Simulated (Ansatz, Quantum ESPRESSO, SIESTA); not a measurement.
**Code comparison for TiB2Mo (Amm2, 4 atoms in the cell)**

Self-consistent single point, at a second geometry (lattice scaled by 0.98). First geometry:

```xyz
4
Lattice="3.1154 0.0000 0.0000 0.0000 1.6057 4.2667 0.0000 -1.6057 4.2667" Properties=species:S:1:pos:R:3 pbc="T T T"
Ti     0.0000     0.0000     1.2570
B      1.5577     0.0000     4.7680
B      0.0000     0.0000     3.7542
Mo     1.5577     0.0000     7.2876
```

Shared settings, as Ansatz (a program for electronic structure) writes them: kpoints.mp_grid.grid = 10 10 10; scf.occupations.method = fermi_dirac; scf.occupations.width = 0.0073 Ry. Potentials and cutoffs stand in the table.

| code | model | ΔF from the first geometry (meV/atom) | pressure (GPa) | largest force (eV/Å) | cutoff |
|---|---|---|---|---|---|
| Ansatz | LDA (PW92), default PAW files made with PBE | -47.5 | -4.42 | 0.084 | 30.9 Ry |
| SIESTA | LDA PW92, numerical atomic orbitals DZP, PseudoDojo LDA standard norm-conserving potentials (rewritten from UPF to PSML) | -51.5 | -5.25 | 0.149 | grid 350 Ry |
| Quantum ESPRESSO | LDA (PZ), GBRV 1.5 ultrasoft (LDA) pseudopotentials | -46.0 | -4.03 | 0.068 | 50 Ry |

Size of the force on each atom (eV/Å): Sizes of forces hide their directions.

```json
[
 {"code": "Ansatz", "Ti1": "0.058", "B2": "0.010", "B3": "0.084", "Mo4": "0.035"},
 {"code": "SIESTA", "Ti1": "0.017", "B2": "0.149", "B3": "0.025", "Mo4": "0.139"},
 {"code": "Quantum ESPRESSO", "Ti1": "0.044", "B2": "0.024", "B3": "0.068", "Mo4": "0.048"}
]
```

On Ansatz's run: spin polarisation is off.

The spread over the programs that give each value: ΔF from the first geometry within 5.5 meV/atom; pressure within 1.22 GPa; largest force within 0.081 eV/Å.

SIESTA uses small atom-centred bases, whose incompleteness enters pressures, forces and empty levels differently from a plane-wave cutoff. Ansatz's pressure is given at a fixed set of plane waves, as the other plane-wave codes print theirs; with its correction for the finite basis it is -4.26 GPa. The same LDA comes in different parametrisations, which differ slightly. In the pressure, SIESTA (by 1.03) lies more than 1 GPa from the median of the plane-wave programs. In the force vectors, SIESTA (by 0.132) lies more than 0.08 eV/Å from the median of the plane-wave programs.

The starting cell comes from a database of computed structures (which also holds hypothetical and non-ambient phases and stackings), without a prior relaxation at this level. Its lattice was rescaled by a random factor within 2.5 % of one. For this run, on top of that: lattice scaled by 0.98.

Keys are those of Ansatz 0.2.
